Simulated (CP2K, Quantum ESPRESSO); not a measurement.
A Quantum ESPRESSO input for a self-consistent single point of AlCr₂C (P6_3/mmc, 8 atoms in the cell) (DFT, PBE, plane waves, SSSP 1.1.2 efficiency (PBE) pseudopotentials):

```fortran
&CONTROL
 calculation = 'scf'
 prefix = 'pwscf'
 outdir = './tmp'
 pseudo_dir = './'
 tprnfor = .true.
 tstress = .true.
/
&SYSTEM
 ibrav = 0
 nat = 8
 ntyp = 3
 ecutwfc = 50
 ecutrho = 400
 occupations = 'smearing'
 smearing = 'fermi-dirac'
 degauss = 0.0099958
/
&ELECTRONS
 conv_thr = 1.0d-9
 mixing_beta = 0.4
/
ATOMIC_SPECIES
Al    26.9815  Al.pbe-n-kjpaw_psl.1.0.0.UPF
Cr    51.9961  cr_pbe_v1.5.uspp.F.UPF
C     12.0110  C.pbe-n-kjpaw_psl.1.0.0.UPF
CELL_PARAMETERS {angstrom}
   2.7827236099     0.0000000000     0.0000000000
  -1.3913618049     2.4099093379     0.0000000000
   0.0000000000     0.0000000000    12.4123490000
ATOMIC_POSITIONS {alat}
Al    0.5000000000    0.2886751346    1.1151259288
Al    0.0000000000    0.5773502692    3.3453777863
Cr    0.0000000000    0.5773502692    1.8508414116
Cr    0.5000000000    0.2886751346    2.6096623036
Cr    0.5000000000    0.2886751346    4.0810932691
Cr    0.0000000000    0.5773502692    0.3794104460
C     0.0000000000    0.0000000000    2.2302518576
C     0.0000000000    0.0000000000    0.0000000000
K_POINTS {automatic}
9 9 2  0 0 0
```

Give the CP2K input for the same structure, mesh, smearing and functional.

One input that does it (others would too):

```
&GLOBAL
  PROJECT run
  RUN_TYPE ENERGY_FORCE
  PRINT_LEVEL MEDIUM
&END GLOBAL
&FORCE_EVAL
  METHOD Quickstep
  STRESS_TENSOR ANALYTICAL
  &DFT
    BASIS_SET_FILE_NAME BASIS_MOLOPT
    POTENTIAL_FILE_NAME GTH_POTENTIALS
    &QS
      METHOD GPW
      EPS_DEFAULT 1E-10
    &END QS
    &MGRID
      CUTOFF 600
      REL_CUTOFF 50
      NGRIDS 5
    &END MGRID
    &SCF
      SCF_GUESS ATOMIC
      EPS_SCF 1E-7
      MAX_SCF 100
      ADDED_MOS 12
      &DIAGONALIZATION
        ALGORITHM STANDARD
      &END DIAGONALIZATION
      &MIXING
        METHOD BROYDEN_MIXING
        ALPHA 0.2
        NBUFFER 10
        BETA 1.5
      &END MIXING
      &SMEAR ON
        METHOD FERMI_DIRAC
        ELECTRONIC_TEMPERATURE [K] 1578.21
      &END SMEAR
    &END SCF
    &KPOINTS
      SCHEME MONKHORST-PACK 9 9 2
      GAMMA_CENTERED T
    &END KPOINTS
    &XC
      &XC_FUNCTIONAL PBE
      &END XC_FUNCTIONAL
    &END XC
    &PRINT
      &MO
        EIGENVALUES T
        OCCUPATION_NUMBERS T
        NDIGITS 8
        FILENAME mo
        &EACH
          QS_SCF 0
        &END EACH
        ADD_LAST NUMERIC
      &END MO
      &MULLIKEN ON
      &END MULLIKEN
    &END PRINT
  &END DFT
  &SUBSYS
    &CELL
      A 2.78272400 0.00000000 0.00000000
      B -1.39136200 2.40990900 0.00000000
      C 0.00000000 0.00000000 12.41234900
      PERIODIC XYZ
    &END CELL
    &COORD
      SCALED
      Al       0.66666700     0.33333300     0.25000000
      Al       0.33333300     0.66666700     0.75000000
      Cr       0.33333300     0.66666700     0.41494000
      Cr       0.66666700     0.33333300     0.58506000
      Cr       0.66666700     0.33333300     0.91494000
      Cr       0.33333300     0.66666700     0.08506000
      C        0.00000000     0.00000000     0.50000000
      C        0.00000000     0.00000000     0.00000000
    &END COORD
    &KIND Al
      BASIS_SET DZVP-MOLOPT-SR-GTH-q3
      POTENTIAL GTH-PBE-q3
    &END KIND
    &KIND Cr
      BASIS_SET DZVP-MOLOPT-SR-GTH-q14
      POTENTIAL GTH-PBE-q14
    &END KIND
    &KIND C
      BASIS_SET DZVP-MOLOPT-SR-GTH-q4
      POTENTIAL GTH-PBE-q4
    &END KIND
  &END SUBSYS
  &PRINT
    &FORCES ON
    &END FORCES
    &STRESS_TENSOR ON
    &END STRESS_TENSOR
  &END PRINT
&END FORCE_EVAL
```

Basis settings and potentials, where a program has them, do not carry over. This input uses DFT PBE, GPW, DZVP-MOLOPT-SR-GTH basis, GTH-PBE potentials (GTH_POTENTIALS).

The starting cell comes from a database of computed structures (which also holds hypothetical and non-ambient phases and stackings), without a prior relaxation at this level. Its lattice was rescaled by a random factor within 2.5 % of one.
